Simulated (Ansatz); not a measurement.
Consider MoSe₂ in the 2H-MoS2 type structure (space group P6_3/mmc, No. 194; layered, stacked along the Cartesian z axis).

```yaml
crystal:
  lattice:
    - [3.22765, 0.00000, 0.00000]
    - [-1.61383, 2.79523, 0.00000]
    - [0.00000, 0.00000, 12.34574]
  atoms:
    - { symbol: Mo, position: [0.33333, 0.66667, 0.25000] }
    - { symbol: Mo, position: [0.66667, 0.33333, 0.75000] }
    - { symbol: Se, position: [0.33333, 0.66667, 0.61469] }
    - { symbol: Se, position: [0.66667, 0.33333, 0.11469] }
    - { symbol: Se, position: [0.66667, 0.33333, 0.38531] }
    - { symbol: Se, position: [0.33333, 0.66667, 0.88531] }
```

Cartesian axes are those of the cell as printed.

All numbers come from Ansatz (a first-principles code) PBEsol-D3(BJ), spin-orbit coupling left out, earlier PAW set.

Base values:

Valence-band top at Γ: 0.00, -0.52, -1.48 eV

Modification: biaxial strain −1.00 %, plane normal [001], relaxed out of plane (Cartesian); in-plane vectors clamped, the third vector and the atoms free.

### Question
What does the calculation give for the valence-band top at Γ after the change?

### Answer
The valence-band top at Γ (three highest levels, from the VBM) goes from 0.00, -0.52, -1.48 eV to 0.00, -0.55, -1.37 eV.

### Question
Predict the new out-of-plane strain.

### Answer
The out-of-plane strain is +0.43 %.

The levels and masses belong to the bands next to the band gap. No phonon test of stability was made.
